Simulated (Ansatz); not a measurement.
## Effect of uniaxial strain ε_yy = +0.75 % on NiSi2

The reference is NiSi₂ (space group Fm-3m, No. 225; a = 5.3886 Å; not spin-polarised; relaxed with 0.1 eV smearing). Axes: x, y, z lie along the cube axes.

One thing is altered: uniaxial strain ε_yy = +0.75 %, all other strain components held at zero; the atoms relax in the strained cell.

Method: r2SCAN/PAW in Ansatz (an electronic-structure program), no SOC, earlier PAW set. Settings: 19×19×19 k-points, 0.1 eV Fermi–Dirac smearing.

The volume per atom rises by 0.10 Å³ (13.04 Å³ → 13.14 Å³) and the space group goes from Fm-3m (No. 225) to I4/mmm (No. 139). The shortest interatomic distance goes up by 0.006 Å to 2.339 Å and the energy increases by 0.5 meV/atom. The pressure (mean of the normal stresses, compression positive) goes from zero to -1.2 GPa and the band gap is still zero. The stress (xx, yy, zz, yz, xz, xy; compression positive) amounts to (-1.0, -1.5, -1.0, 0.0, 0.0, 0.0) GPa.

Final structure:

```yaml
crystal:
  lattice:
    - [0.00000, 2.71452, 2.69431]
    - [2.69431, 0.00000, 2.69431]
    - [2.69431, 2.71452, 0.00000]
  atoms:
    - { symbol: Ni, position: [0.00000, 0.00000, 0.00000] }
    - { symbol: Si, position: [0.25000, 0.25000, 0.25000] }
    - { symbol: Si, position: [0.75000, 0.75000, 0.75000] }
```

No phonon test of stability was made. Seeded moments were not kept for the base. The final runs are not spin-polarised.
